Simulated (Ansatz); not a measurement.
# 6H silicon carbide: the defect C interstitial started as a split pair with C

The numbers are results of PBE, PAW (plane waves to 420 eV; Ansatz, a first-principles code), not measurements. A supercell of 144 sites (3×2×1 repeats of a cell of 24 atoms) was used; the energies come from a 2×2×1 shifted sampling of its zone. Site at the start: split with C(h). Energies of charged states are corrected for periodic images (point charge plus alignment at distant sites). Dielectric constants: PBE linear response of the host. Host gap at this level: 2.01 eV. A cell of this size leaves errors of a few tenths of an eV. The semilocal functional narrows the gap, so deep levels can fall outside it. Spin–orbit coupling is left out. Each state is the lowest found from its start.

Formation energies E_f are given with the Fermi level at the valence-band maximum. Chemical conditions: C-rich (Δμ(C) = 0.00 eV; only phases computed here count, gases as isolated molecules at 0 K); Si-rich (Δμ(C) = -0.41 eV; only phases computed here count, gases as isolated molecules at 0 K). Reference phases: C: graphite.

The name describes the start; the neighbours show where the atoms ended.

Charges with a result: +2, +1, 0, −1, −2. Others weren't obtained, and one of them could lie lower, also by skipping a charge.

```tsv
charge	moment (μB)	largest move off a lattice site (Å)	neighbours of the last C atom of the defect at the end (Å)	image correction with alignment (eV)	E_f, C-rich (eV)	E_f, Si-rich (eV)	above the lowest spin state (eV)
+2	not spin-polarised	0.36	C 1.27, Si 1.88, Si 1.89	0.71	4.76	5.17	0.00
+1	1.0	0.32	C 1.31, Si 1.83, Si 1.83	0.21	5.18	5.59	0.00
0	2.0	0.29	C 1.36, Si 1.78, Si 1.79	0.00	6.38	6.78	0.00
0	not spin-polarised	0.50	C 1.37, Si 1.89, Si 1.91, Si 1.91	0.01	6.70	7.11	0.33
−1	1.0	0.27	C 1.43, Si 1.77, Si 1.89, Si 2.01, C 2.56	0.08	8.13	8.54	0.00
−2†	not spin-polarised	0.24	C 1.49, Si 1.74, Si 1.88, Si 1.91, C 2.54	0.45	–	–	0.00
```

† Not settled in this cell, so no level is given: charge −2: level within 0.1 eV of a band edge or past it.

Not the lowest form: the same atoms on another site or from another start ended lower, by 0.27 eV at charge −2. The levels below are those of this configuration alone.

Transition levels above the valence-band maximum: ε(+2/+1) = 0.43 eV; ε(+1/0) = 1.19 eV; ε(0/−1) = 1.76 eV.

Flagged in the runs: a host whose relaxation on this sampling wasn't shown to rest.
